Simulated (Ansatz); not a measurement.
Alloy series in Si

The parent structure is Si in the diamond structure (space group Fd-3m, No. 227).

```xyz
2
Lattice="0.0000 2.7169 2.7169 2.7169 0.0000 2.7169 2.7169 2.7169 0.0000" Properties=species:S:1:pos:R:3 pbc="T T T"
Si     2.7169     2.7169     2.7169
Si     4.0753     4.0753     4.0753
```

The other end (x = 1) is Ge in the diamond structure (space group Fd-3m, No. 227): 22.86 Å³/atom, gap zero.

Ge replaces a fraction x of Si; each row is one arrangement (x, atoms in the cell, starting space group or random), fully relaxed.

Level of theory: DFT with PBEsol, PAW potentials and a 420 eV plane-wave cutoff in Ansatz (a program for electronic structure), no SOC.

| Ge fraction x | volume per atom (Å³/atom) |
|---|---|
| 0 | 20.054 |
| 0.375 (Pmm2, 8 atoms) | 20.961 |
| 0.375 (P-43m, 8 atoms) | 20.936 |
| 0.625 (Cm, 8 atoms) | 21.646 |
| 0.625 (Pm, 8 atoms) | 21.635 |
| 0.667 (I-4m2, 6 atoms) | 21.758 |
| 0.75 (P-4m2, 4 atoms) | ? |
| 1 | 22.860 |

Task: Fit V(x) = (1 − x) V(0) + x V(1) − b x(1 − x) with the ends held (b = 0 is Vegard's rule) to the rows shown and predict the withheld row.

Result: Least squares on the printed values gives b = 0.70 Å³/atom, against 22.159 Å³/atom from the straight line alone (largest residual 0.020 Å³/atom); this predicts 22.026 Å³/atom, and the run gives 22.011 Å³/atom, 0.015 lower.

These are small ordered cells, not random alloys; other orderings at the same x differ. Stability against distortions was not tested. A zero or small gap of Ge and SiGe3 can be the functional's error rather than a property of the material.
